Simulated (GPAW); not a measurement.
GPAW run on GaPt (P2_13, 8 atoms in the cell): self-consistent single point.

Computed with PBEsol, GPAW PAW datasets PBEsol (made by gpaw-setup) (plane waves; GPAW).

The change in words: lattice scaled by 0.98. Reference geometry:
```xyz
8
Lattice="4.8992 0.0000 0.0000 0.0000 4.8992 0.0000 0.0000 0.0000 4.8992" Properties=species:S:1:pos:R:3 pbc="T T T"
Ga     0.4555     0.4555     0.4555
Ga     1.9941     4.4437     2.9051
Ga     2.9051     1.9941     4.4437
Ga     4.4437     2.9051     1.9941
Pt     1.9569     1.9569     1.9569
Pt     0.4927     2.9423     4.4065
Pt     4.4065     0.4927     2.9423
Pt     2.9423     4.4065     0.4927
```

Reference input (self-consistent single point, DFT PBEsol, plane waves, GPAW PAW datasets PBEsol (made by gpaw-setup)): mode = pw; ecut = 600 eV; xc = PBEsol; kpts = 5 5 5; mesh shift (steps) = 0 0 0; occupations.name = methfessel-paxton; occupations.width = 0.2 eV; occupations.order = 0; nbands = -12; symmetry.symmorphic = false; symmetry.tolerance = 0.0005; maxiter = 120. This run's input differs from it in these lines:

```diff
@@ -5,5 +5,5 @@
 atoms = Atoms(['Ga', 'Ga', 'Ga', 'Ga', 'Pt', 'Pt', 'Pt', 'Pt'],
-              cell=[[4.899229, 0.000000, 0.000000],
-                    [0.000000, 4.899229, 0.000000],
-                    [0.000000, 0.000000, 4.899229]],
+              cell=[[4.801244, 0.000000, 0.000000],
+                    [0.000000, 4.801244, 0.000000],
+                    [0.000000, 0.000000, 4.801244]],
               scaled_positions=[[0.092980, 0.092980, 0.092980],
```

Output, abridged:

```
     iter     time        total  log10-change:
                         energy   eigst   dens
iter:   1 --:--:--   -49.686448
iter:   2 --:--:--   -49.299579   -1.22  -1.27
iter:   3 --:--:--   -47.955854   -1.04  -1.28
iter:   4 --:--:--   -47.887785   -2.02  -1.59
iter:   5 --:--:--   -47.683214   -2.26  -1.51
iter:   6 --:--:--   -47.828176   -2.04  -2.20
iter:   7 --:--:--   -47.735818   -3.42  -2.02
iter:   8 --:--:--   -47.670631   -2.75  -2.17
iter:   9 --:--:--   -47.668770   -3.31  -2.71
iter:  10 --:--:--   -47.671217c  -3.87  -2.90
iter:  11 --:--:--   -47.668597c  -4.05  -2.92
iter:  12 --:--:--   -47.668597c  -6.11  -3.63
iter:  13 --:--:--   -47.668763c  -4.96  -3.70
iter:  14 --:--:--   -47.668594c  -5.58  -3.49
iter:  15 --:--:--   -47.668587c  -6.42  -4.12c
iter:  16 --:--:--   -47.668586c  -7.60c -4.26c
Converged after 16 iterations.

Dipole moment: (0.000000, -0.000000, 0.000000) |e|*Ang

Energy contributions relative to reference atoms: (reference = -2212320.105579)

Kinetic:       +101.630806
Potential:      -86.487180
External:        +0.000000
XC:             -60.550375
Entropy (-ST):   -0.035275
Local:           -2.244200
SIC:             +0.000000
--------------------------
Free energy:    -47.686224
Extrapolated:   -47.668586

Showing only first 2 kpts
 Kpt  Band  Eigenvalues  Occupancy
  0    36     11.42773    1.77968
  0    37     11.42773    1.77968
  0    38     11.42773    1.77968
  0    39     15.13927    0.00000

  1    36     11.17646    1.99732
  1    37     11.21276    1.99396
  1    38     12.97671    0.00000
  1    39     14.10573    0.00000

Fermi level: 11.60107

No gap
   [... lines left out ...]
  2 Ga    0.07648   -0.07648   -0.07648
  3 Ga   -0.07648    0.07648   -0.07648
  4 Pt    0.02776    0.02776    0.02776
  5 Pt   -0.02776   -0.02776    0.02776
  6 Pt    0.02776   -0.02776   -0.02776
  7 Pt   -0.02776    0.02776   -0.02776

Stress tensor:
    -0.098662     0.000000     0.000000
     0.000000    -0.098662     0.000000
     0.000000     0.000000    -0.098662
Stress (GPa, Voigt): [-15.8073 -15.8073 -15.8073   0.       0.       0.    ]
```

The run converged in 16 iterations. GPAW prints stress with tension positive. Against the reference run the free energy goes up by 43.3 meV/atom, the pressure goes from 1.07 to 15.81 GPa and the largest force goes from 0.055 to 0.132 eV/Å.

The starting cell comes from a database of computed structures (which also holds hypothetical and non-ambient phases and stackings), without a prior relaxation at this level. Its lattice was rescaled by a random factor within 2.5 % of one. For this run, on top of that: lattice scaled by 0.98. Spin polarisation is off. With a pressure of about 16 GPa the cell is away from its equilibrium volume at this level.

Cost on one core of a shared machine: roughly 80 s.
